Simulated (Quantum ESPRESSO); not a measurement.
A user runs Quantum ESPRESSO on LuF₃ (P1, 4 atoms in the cell) and asks whether the run is sound. The aim is a self-consistent single point with DFT, PBEsol, plane waves, PSlibrary PAW (PBE) pseudopotentials.

Cell that was meant: a = 3.8159 Å, b = 3.8159 Å, c = 4.2072 Å, α = 90.00°, β = 90.00°, γ = 120.00°.

Part of the input:

```fortran
F     0.0014610000    0.0063200000   -0.0046490000
K_POINTS automatic
5 5 4  0 0 0
CELL_PARAMETERS bohr
   3.8158899484     0.0000000000     0.0000000000
  -1.9079449742     3.3046585604     0.0000000000
   0.0000000000     0.0000000000     4.2071898678
```

The program printed (abridged):

```
     file Lu.pbe-spdn-kjpaw_psl.1.0.0.UPF: wavefunction(s)  5S 5P 5D renormalized
   [... lines left out ...]
        k(    1) = (   0.0000000   0.0000000   0.0000000), wk =   0.0200000
        k(    2) = (   0.0000000   0.0000000   0.2267481), wk =   0.0400000
        k(    3) = (   0.0000000   0.0000000  -0.4534963), wk =   0.0200000
   [... 48 lines left out ...]

     Dense  grid:     8219 G-vectors     FFT dimensions: (  25,  25,  30)

     Smooth grid:     2893 G-vectors     FFT dimensions: (  18,  18,  20)

     Initial potential from superposition of free atoms

     starting charge      31.9843, renormalised to      32.0000
     Self-consistent Calculation

     iteration #  1     ecut=    55.00 Ry     beta= 0.30

     total energy              =    -814.11122534 Ry
     estimated scf accuracy    <       1.78882710 Ry

     iteration #  2     ecut=    55.00 Ry     beta= 0.30

     total energy              =    -813.92786024 Ry
     estimated scf accuracy    <       0.41617738 Ry

     iteration #  3     ecut=    55.00 Ry     beta= 0.30

     total energy              =    -814.00931798 Ry
     estimated scf accuracy    <       0.00732218 Ry

   [... 7 blocks of this kind left out ...]

     iteration # 11     ecut=    55.00 Ry     beta= 0.30

     total energy              =    -814.01033082 Ry
     estimated scf accuracy    <          2.2E-10 Ry

     iteration # 12     ecut=    55.00 Ry     beta= 0.30
     End of self-consistent calculation

     the Fermi energy is    79.4739 ev

!    total energy              =    -814.01033082 Ry
     estimated scf accuracy    <          6.8E-11 Ry
     smearing contrib. (-TS)   =      -0.00008531 Ry
     internal energy E=F+TS    =    -814.01024551 Ry

     convergence has been achieved in  12 iterations

     Forces acting on atoms (cartesian axes, Ry/au):

     atom    1 type  1   force =     0.21797061   -0.43602659   -0.28454681
     atom    2 type  2   force =    -0.58459876    0.01232094    3.97367079
     atom    3 type  2   force =     0.32205285    0.42271864   -3.66704427
     atom    4 type  2   force =     0.04457530    0.00098701   -0.02207971

     Total force =     5.493875     Total SCF correction =     0.000013

          total   stress  (Ry/bohr**3)                   (kbar)     P=    99071.53
   0.69455005   0.00941031  -0.00610806       102171.84     1384.30     -898.53
   0.00941031   0.68581066  -0.00239021         1384.30   100886.23     -351.61
  -0.00610806  -0.00239021   0.64006306         -898.53     -351.61    94156.53

   JOB DONE.
```

Question: Can these results be used? Check the input.

Answer: The run is not sound. The fault is this: cell lengths typed in angstrom where bohr is read. 1 bohr is 0.529 Å, so a mix-up scales every length by 1.89 or 0.529 and the volume by 6.75 or 0.148. To fix it, give the lengths in the unit that the key or card expects. The run converged in 12 iterations without an error; against the sound input the free energy rises by 73.9 eV/atom, the pressure goes from -3.38 to 9907 GPa, the largest force goes from 0.437 to 103.3 eV/Å and no clean gap remains on the mesh (levels overlap or are partly filled), against 7.58 eV before.

The sound input it was made from differs as follows (other fixes are possible):
```diff
-CELL_PARAMETERS bohr
-   3.8158899484     0.0000000000     0.0000000000
-  -1.9079449742     3.3046585604     0.0000000000
-   0.0000000000     0.0000000000     4.2071898678
+CELL_PARAMETERS angstrom
+   3.8158900000     0.0000000000     0.0000000000
+  -1.9079450000     3.3046580000     0.0000000000
+   0.0000000000     0.0000000000     4.2071900000
```

With that input, the run converged in 12 iterations: free energy E − TS -11370.5946 eV; top of the valence band (on the code's own zero) 3.32 eV; gap on the k-point mesh 7.58 eV; pressure -3.38 GPa; largest force (vector length) 0.437 eV/Å (DFT, PBEsol, plane waves, PSlibrary PAW (PBE) pseudopotentials).

On the sound input: the starting cell comes from a database of computed structures (which also holds hypothetical and non-ambient phases and stackings), without a prior relaxation at this level. Its atoms were displaced at random from the sites of space group no. 164. Spin-orbit coupling is off. With a pressure of about -3 GPa the cell is away from its equilibrium volume at this level.
